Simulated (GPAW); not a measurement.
A working GPAW input for K2Zn3GeAs4 (C222, 10 atoms in the cell) (DFT LDA (Perdew-Wang 92), plane waves, GPAW PAW datasets LDA (gpaw-data 1.0.1)):

```python
from ase import Atoms
from ase.units import GPa
from gpaw import GPAW, PW

atoms = Atoms(['K', 'K', 'Zn', 'Zn', 'Zn', 'Ge', 'As', 'As', 'As', 'As'],
              cell=[[2.922455, -7.292955, 0.000000],
                    [2.922455, 7.292955, 0.000000],
                    [0.000000, 0.000000, 5.833280]],
              positions=[[1.461227, -3.646478, 1.443328],
                         [1.461227, 3.646478, 4.389952],
                         [2.922455, 0.000000, 2.916640],
                         [2.922455, 0.000000, 0.000000],
                         [0.000000, 0.000000, 2.916640],
                         [0.000000, 0.000000, 0.000000],
                         [4.426117, 1.561422, 4.415676],
                         [1.418793, -1.561422, 4.415676],
                         [4.426117, -1.561422, 1.417604],
                         [1.418793, 1.561422, 1.417604]],
              pbc=True)

calc = GPAW(mode=PW(850),
            xc='LDA',
            kpts={'size': (4, 4, 3), 'gamma': True},
            occupations={'name': 'marzari-vanderbilt', 'width': 0.136},
            nbands=-18,
            symmetry={'symmorphic': False, 'tolerance': 0.0005},
            maxiter=150,
            txt='-')

atoms.calc = calc

energy = atoms.get_potential_energy()
print('Energy (eV):', round(energy, 6))
forces = atoms.get_forces()
print('Forces (eV/Ang):')
print(forces.round(5))
stress = atoms.get_stress()
print('Stress (GPa, Voigt):', (stress / GPa).round(4))
```

The run converged in 22 iterations: free energy E − TS (from the program's reference atoms) -38.0699 eV; Fermi level (on the code's own zero) 4.04 eV; pressure -4.47 GPa; largest force (vector length) 0.509 eV/Å. Each of these slips is then made, one at a time:

(1)
```diff
-atoms = Atoms(['K', 'K', 'Zn', 'Zn', 'Zn', 'Ge', 'As', 'As', 'As', 'As'],
+atoms = Atoms(['K', 'K', 'Zn', 'Zn', 'Zn', 'Ge', 'As', 'As', 'As', 'As', 'Zn'],
-                         [1.418793, 1.561422, 1.417604]],
+                         [1.418793, 1.561422, 1.417604],
+                         [2.780114, -0.022127, 0.138745]],
-            nbands=-18,
+            nbands=-19,
```

(2)
```diff
+            setups={'K': 'd'},
```

(3)
```diff
-            nbands=-18,
+            nbands=37,
```

Predict the outcome of each change.


(1) One atom entered twice. The program stopped with an error, with the message: ValueError: Too few plane waves or grid points.

(2) A potential or basis that cannot be found. The program stopped before any SCF iteration, with the message: FileNotFoundError: Could not find required PAW dataset file "K.d.LDA"..

(3) Too few bands. The program stopped before any SCF iteration, with the message: ValueError: Too few bands! Electrons: 78.000000, bands: 37.

The starting cell comes from a database of computed structures (which also holds hypothetical and non-ambient phases and stackings), without a prior relaxation at this level. In the base run, with a pressure of about -4 GPa the cell is away from its equilibrium volume at this level. The run gives no clean gap (levels at the Fermi energy touch, overlap or are partly filled at this smearing), which alone does not show that the compound is a metal. Without a gap this mesh is coarse (it stands for a supercell whose shortest vector is 17 Å).

Left out of this page: 3 runs of the series outside the window shown, repeating another row's setting, or not comparable; 1 run of the series held back from this collection.
